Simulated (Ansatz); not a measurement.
**GaSb: pressure series**

Base system: GaSb in the zinc blende structure (space group F-43m, No. 216; a = 6.1324 Å).

Cell and atoms are relaxed at each pressure.

The values are results of Ansatz (a quantum-chemistry and plane-wave program) r2SCAN, without spin-orbit coupling, not measurements.

Candidates:
(a) pressure −1 GPa
(b) pressure 45 GPa
(c) pressure 1.8 GPa

Before the change:

Band gap: 0.41 eV

Task: Order them by band gap, highest first.

Result: (c) pressure 1.8 GPa (0.65 eV), (b) pressure 45 GPa (0.32 eV), (a) pressure −1 GPa (0.26 eV)

With Sb present, leaving out spin-orbit coupling can change the band edges. Load acts through the strain it causes; cell and atoms are relaxed under it. Stability against distortions was not tested. Tetrahedral semiconductors of this kind turn to denser phases somewhere between about 1 and 50 GPa; those were not computed, so compressed cells here can lie past the real transition. The zero or small gap of GaSb under pressure −1 GPa can change with the level of theory.
